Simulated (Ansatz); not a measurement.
A computed series for Al: response to strain

Consider Al in the fcc (Cu type) structure (space group Fm-3m, No. 225; a = 3.9924 Å; relaxed with 0.1 eV smearing). Axes: x, y, z lie along the cube axes.

Strains are applied to the cell and any free atomic positions relax; under biaxial strain the out-of-plane vector relaxes too.

All numbers come from r2SCAN in Ansatz (plane waves to 500 eV, PAW, scalar-relativistic without spin-orbit coupling), earlier PAW set.

Notes on the quantities. pressure: mean of the normal stresses, compression positive; energy relative to the base: free energy F.

| case | pressure | volume per atom | energy relative to the base | space group |
|---|---|---|---|---|
| base | 0.0 GPa | 15.91 Å³ | 0 meV/atom | Fm-3m (No. 225) |
| biaxial strain −4.97 %, plane normal [111], relaxed out of plane | 8.2 GPa | 14.92 Å³ | +52 meV/atom | R-3m (No. 166) |
| biaxial strain −3.83 %, plane normal [111], relaxed out of plane | 5.8 GPa | 15.16 Å³ | +29 meV/atom | R-3m (No. 166) |
| uniaxial strain ε_xx = +5.77 % | … | 16.83 Å³ | +20 meV/atom | I4/mmm (No. 139) |
| uniaxial strain ε_zz = +3.91 % | -3.1 GPa | 16.53 Å³ | +9.3 meV/atom | I4/mmm (No. 139) |
| tensor shear ε_yz = −1.43 % | 0.1 GPa | 15.91 Å³ | … | Immm (No. 71) |

Problem. Some entries are withheld; estimate them.

Solution. 
- uniaxial strain ε_xx = +5.77 %, pressure: -4.3 GPa
- tensor shear ε_yz = −1.43 %, energy relative to the base: +1.7 meV/atom

No phonon test of stability was made.

Ansatz is a quantum-chemistry and plane-wave program.
